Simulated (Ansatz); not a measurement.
H interstitial started at a bond centre in rock-salt NaCl (start: bond centre of Na and Cl, 2.85 Å; 64-site cell, 2×2×2 shifted sampling). The numbers are results of PBE, PAW (plane waves to 420 eV; Ansatz, a program for electronic structure), not measurements. Total energies of the localised charge states, counted from that of charge +1, and their image corrections (point charge with alignment); the host's valence-band maximum lies at 0.878 eV on the cells' energy zero and its gap is 4.99 eV.

```csv
charge,moment (μB),E − E(first) (eV),correction (eV)
+1,not spin-polarised,0.000,0.275
0,1.0,4.548,0.000
−1,not spin-polarised,8.274,0.232
```

Question: Derive the transition levels above the valence-band maximum and say which of them are thermodynamic.

Answer: A level is the Fermi energy at which two charges have equal formation energy: ε(q/q′) = [E(q′) + corr(q′) − E(q) − corr(q)] / (q − q′) − E_VBM.
ε(+1/0) = [(4.548 + 0.000) − (0.000 + 0.275)] / 1 − 0.878 = 3.39 eV
ε(0/−1) = [(8.274 + 0.232) − (4.548 + 0.000)] / 1 − 0.878 = 3.08 eV
Charge 0 lies above the lower envelope where its neighbours cross, so the level that counts is ε(+1/−1) = [(8.274 + 0.232) − (0.000 + 0.275)] / 2 − 0.878 = 3.24 eV.
Thermodynamic levels at least 0.1 eV inside the gap: (+1/−1) at 3.24 eV. They hold to tenths of an eV in this cell. Charges with a result: +1, 0, −1. Others weren't obtained, and one of them could lie lower, also by skipping a charge. The geometries come from one start.
